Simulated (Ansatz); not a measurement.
Worked example: self-consistent single point of a (110) slab of Li (cut from a parent of space group no. 229; 4 atoms in the cell) in Ansatz (a program for electronic structure).

Level of theory: PBEsol, default PAW files made with PBE (plane waves; Ansatz).

The change in words: vacuum of 8 angstrom (first run: 14 Å). Reference geometry:
```xyz
4
Lattice="3.0315 0.0000 0.0000 -4.0420 2.8581 0.0000 0.0000 0.0000 21.4256" Properties=species:S:1:pos:R:3 pbc="T T T"
Li     0.0000     0.0000     7.0000
Li     1.0105     1.4291     9.4752
Li     0.0000     0.0000    11.9504
Li     1.0105     1.4291    14.4256
```

Reference input (self-consistent single point, DFT, PBEsol, plane waves, default PAW files made with PBE): basis.ecutwfc = 420 eV; kpoints.mp_grid.grid = 17 17 1; hamiltonian.xc = pbesol; hamiltonian.pseudopotentials = {kind: paw} (the program's default PAW files); scf.occupations.method = gaussian; scf.occupations.width = 0.1 eV. This run's input differs from it in these lines:

Ansatz 0.2 input:
```diff
@@ -5,8 +5,8 @@
     - [-4.041995, 2.858122, 0.000000]
-    - [0.000000, 0.000000, 21.425599]
+    - [0.000000, 0.000000, 15.425598]
   atoms:
-    - { symbol: Li, position: [0.000000, 0.000000, 0.326712] }
-    - { symbol: Li, position: [1.000000, 0.500000, 0.442237] }
-    - { symbol: Li, position: [0.000000, 0.000000, 0.557763] }
-    - { symbol: Li, position: [1.000000, 0.500000, 0.673288] }
+    - { symbol: Li, position: [0.000000, 0.000000, 0.259309] }
+    - { symbol: Li, position: [0.000000, 0.500000, 0.419769] }
+    - { symbol: Li, position: [0.000000, 0.000000, 0.580231] }
+    - { symbol: Li, position: [0.000000, 0.500000, 0.740691] }
 basis:
```

Output (repeated stretches shortened):

```
SCF iter   1: F=—  HF=-811.425848 eV  |F-HF|=—  |Δ(HF+E_count)|=         —  Δρ=1.25e-3  dr2=1.33e-3  ethr=1.77e-3  ⟨swp⟩=4.9  Hψ=4880  notcnv=0
all-band conjugate gradients solve this SCF's bands
preconditioner: auto → LDOS
SCF iter   2: F=—  HF=-811.424397 eV  |F-HF|=—  |Δ(HF+E_count)|=   1.45e-3  Δρ=3.08e-4  dr2=1.18e-4  ethr=1.11e-5  ⟨swp⟩=2.0  Hψ=2137  notcnv=0
SCF iter   3: F=—  HF=-811.424312 eV  |F-HF|=—  |Δ(HF+E_count)|=   8.51e-5  Δρ=6.16e-5  dr2=3.01e-5  ethr=9.84e-7  ⟨swp⟩=2.0  Hψ=1235  notcnv=0
SCF iter   4: F=—  HF=-811.424317 eV  |F-HF|=—  |Δ(HF+E_count)|=   4.74e-6  Δρ=1.22e-5  dr2=1.36e-6  ethr=2.51e-7  ⟨swp⟩=1.7  Hψ=884  notcnv=0
SCF iter   5: F=—  HF=-811.424317 eV  |F-HF|=—  |Δ(HF+E_count)|=   1.00e-7  Δρ=3.85e-6  dr2=1.27e-7  ethr=1.13e-8  ⟨swp⟩=1.3  Hψ=832  notcnv=0
SCF iter   6: F=-811.424317 eV  HF=-811.424317 eV  |F-HF|=1.23e-9  |Δ(HF+E_count)|=   2.10e-8  Δρ=7.71e-7  dr2=2.74e-9  ethr=8.33e-10  ⟨swp⟩=5.4  Hψ=3303  notcnv=0
SCF 1 converged in 6 iterations: F = -811.424317 eV  dr2 = 2.74e-9
Free energy (F): -811.424317 eV
Internal energy: -811.412510 eV  (E = F + TS)
E sigma→0 (E₀):  -811.418414 eV
Entropy (-TS):   -0.011806 eV (-2.952 meV/atom)
Fermi energy:    -0.414028 eV
--- Forces (eV/Å), atoms counted from 1 ---
  atom   1  Li     0.00000000    -0.00000000     0.10315276
  atom   2  Li     0.00000000     0.00000000    -0.05729422
  atom   3  Li    -0.00000000    -0.00000000     0.05729422
  atom   4  Li    -0.00000000     0.00000000    -0.10315276
--- Stress (GPa, compression-positive) ---
       -0.321345      -0.104416       0.000000
       -0.104416      -0.395178      -0.000000
        0.000000      -0.000000      -0.718203
  P = ⅓ Tr σ = -0.4782 GPa (-4.782 kbar)
  The stress holds the Pulay correction. Without it, at fixed plane waves, as pw.x and ABINIT print it: P = -0.4801 GPa
```

The run converged in 6 iterations. Against the reference run the free energy is nearly the same (within 1 meV/atom) and the largest force goes from 0.096 to 0.103 eV/Å.

The starting cell has typed, rounded lattice constants, without a prior relaxation at this level. The slab is cut from that crystal, and its faces are unrelaxed. Its lattice was rescaled by up to half a per cent.
